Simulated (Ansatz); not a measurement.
Phonon-limited transport in metals: Ag (Fm-3m) under several functionals (Ansatz, an electronic-structure program, without spin-orbit coupling). The PBE cell:

```
Ag
1.0
    0.00000     2.07389     2.07389
    2.07389     0.00000     2.07389
    2.07389     2.07389     0.00000
Ag
1
Direct
  0.00000   0.00000   0.00000
```

```csv
Functional,cell relaxed with,volume (Å³/atom),resistivity at 300 K,mean free path at 300 K,electron-phonon coupling λ,logarithmic mean phonon energy
LDA,LDA,16.00,1.56 μΩ·cm,54 nm,0.120,13.1 meV
PBE,PBE,17.84,1.92 μΩ·cm,47 nm,0.142,11.7 meV
PBEsol,PBEsol,16.65,1.64 μΩ·cm,52 nm,0.124,12.7 meV
```

For the resistivity at 300 K, PBE gives 1.92 μΩ·cm and PBEsol 1.64 μΩ·cm: PBE lies 17 % above.

The PBE and PBEsol rows stand on cells whose volumes differ by 7.2 %, so the difference holds the effect of the cell as well as that of the functional.

Metals; harmonic phonons alone scatter; means over directions. The mean free path is weighted by the current that each state carries. Halving the electron mesh moves these values by up to 3 %; q meshes are mostly untested. Spin-orbit coupling is left out.
